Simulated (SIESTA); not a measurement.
## Variants of one calculation on the (110) slab of Sr3P (cut from a parent of space group no. 194; 16 atoms in the cell)

```xyz
16
Lattice="5.4805 0.0000 0.0000 0.0000 13.0495 0.0000 0.0000 0.0000 19.2484" Properties=species:S:1:pos:R:3 pbc="T T T"
Sr     1.3701    10.9570     9.4813
Sr     4.1103     8.6172     6.0000
Sr     4.1103     8.6172     9.4813
Sr     1.3701    10.9570     6.0000
Sr     1.3701     0.9225     7.7406
Sr     4.1103     5.6022     7.7406
Sr     1.3701     4.4323    13.2484
Sr     4.1103     2.0924     9.7670
Sr     4.1103     2.0924    13.2484
Sr     1.3701     4.4323     9.7670
Sr     1.3701     7.4473    11.5077
Sr     4.1103    12.1269    11.5077
P      4.1103    11.9620     7.7406
P      1.3701     7.6122     7.7406
P      4.1103     5.4373    11.5077
P      1.3701     1.0875    11.5077
```

Base run A: SIESTA with LDA PW92, numerical atomic orbitals DZP, PseudoDojo LDA standard norm-conserving potentials (rewritten from UPF to PSML), self-consistent single point.

Its settings: XC.functional = LDA; XC.authors = PW92; potentials = PseudoDojo LDA standard; PAO.BasisSize = DZP; PAO.EnergyShift = 0.01 Ry; MeshCutoff = 350 Ry; kgrid.MonkhorstPack = 6 3 1; OccupationFunction = FD; ElectronicTemperature = 1160.45 K; Slab.DipoleCorrection = vacuum; MaxSCFIterations = 150; SCF.Mixer.Method = Pulay; SCF.Mixer.Weight = 0.1; SCF.Mixer.History = 8; SCF.DM.Tolerance = 1.0E-04.

The starting cell comes from a database of computed structures (which also holds hypothetical and non-ambient phases and stackings), without a prior relaxation at this level. The slab is cut from that crystal, and its faces are unrelaxed. Spin polarisation is off, though cut faces can carry moments; the slab shows no gap. Values carry the incompleteness of an atom-centred basis. In the base run, forces exceed 1 eV/Å.

ΔF is the free energy per atom less that of run A. A dash stands where there is no value to compare (another energy zero or no entropy term, no result, no spin, no clean gap, or a mesh too coarse for one). Total energies depend on the potentials, the functional and any Hubbard or dispersion term, so they are compared only between runs that share all of them.

Run A gave: largest force (eV/Å) 1.514.

Runs:
- B: MeshCutoff: 350 Ry → 210 Ry
- C: SCF.DM.Tolerance: 1.0E-04 → default; SCF.DM.Converge: default → false; SCF.H.Converge: default → false; SCF.FreeE.Converge: default → true; SCF.FreeE.Tolerance: default → 1.0E-08 eV
- D: MeshCutoff: 350 Ry → 612 Ry
- E: ElectronicTemperature: 1160.45 K → 348.14 K
- F: PAO.SplitNorm: default → 0.05
- G: MaxSCFIterations: 150 → 300; SCF.Mixer.Weight: 0.1 → 0.01
- H: XC.authors: PW92 → CA [LDA CA]
- I: MaxSCFIterations: 150 → 300; SCF.Mixer.History: 8 → 3

Task: What does run F change against A?

Result: The free energy drops by 12.2 meV/atom and the largest force goes from 1.514 to 1.485 eV/Å.

Task: What does run E change against A?

Result: The free energy goes up by 9.8 meV/atom and the largest force goes from 1.514 to 1.558 eV/Å.

| run | ΔF (meV/atom) | largest force (eV/Å) |
|---|---|---|
| A | 0.00 | 1.514 |
| B | 0.03 | 1.514 |
| C | 0.00 | 1.514 |
| D | 0.00 | 1.514 |
| E | 9.8 | 1.558 |
| F | -12.2 | 1.485 |
| G | 0.00 | 1.514 |
| H | – | 1.512 |
| I | 0.00 | 1.514 |
